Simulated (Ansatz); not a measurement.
## TaAl3 (space group I4/mmm, No. 139)

TaAl$_{3}$ has the tetragonal space group I4/mmm (No. 139), Pearson symbol tI8. Lattice parameters: a = 3.8291 Å, b = 3.8291 Å, c = 8.5025 Å, α = 90.00°, β = 90.00°, γ = 90.00°. Ta on 2a is surrounded by 4 Al at 2.708 Å and 8 Al at 2.861 Å and 4 Ta at 3.829 Å. Al1 on 2b sees 4 Ta at 2.708 Å and 8 Al at 2.861 Å (cuboctahedral). Al2 on 4d sees 4 Al at 2.708 Å and 4 Al at 2.861 Å and 4 Ta at 2.861 Å (cuboctahedral). (Neighbours: up to the widest gap in distance over summed covalent radii, below 1.35, at either atom.)
(The calculation used a cell of 4 atoms; values per cell refer to that cell.)

Computed with PBEsol (Ansatz, a first-principles code, PAW, no spin-orbit coupling). Settings: 17×17×17 k-points, 0.05 eV Fermi–Dirac smearing.

```json
{
 "volume_per_atom": "15.58 Å³",
 "density": "6.98 g/cm³",
 "band_gap": "zero",
 "total_energy": "-2845.354 eV/atom (σ→0; compares only within this code and set-up)"
}
```

Stability against distortions was not tested. The final runs are not spin-polarised.
